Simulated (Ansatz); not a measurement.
Consider CdTe in the zinc blende structure (space group F-43m, No. 216; a = 6.5576 Å). Axes: x, y, z lie along the cube axes.

Calculations: Ansatz (a first-principles code), r2SCAN, PAW, cutoff 500 eV, no SOC.

Before the change:

- Band gap = 1.17 eV
- Valence-band top at Γ = 0.00, 0.00, 0.00 eV

Perturbation: the symmetric strain tensor [0.0030 -0.0081 -0.0080; -0.0081 0.0059 0.0062; -0.0080 0.0062 -0.0034], atoms relaxed at fixed cell.

**Question.** What happens to the energy relative to the base, band gap and valence-band top at Γ?

**Answer.** The energy goes up by 1.7 meV/atom; the band gap shrinks by 0.072 eV (1.17 eV → 1.09 eV); the valence-band top at Γ (three highest levels, from the VBM) goes from 0.00, 0.00, 0.00 eV to 0.00, -0.02, -0.13 eV.

With Te present, leaving out spin-orbit coupling can change the band edges. Whether these cells are dynamically stable was not tested.
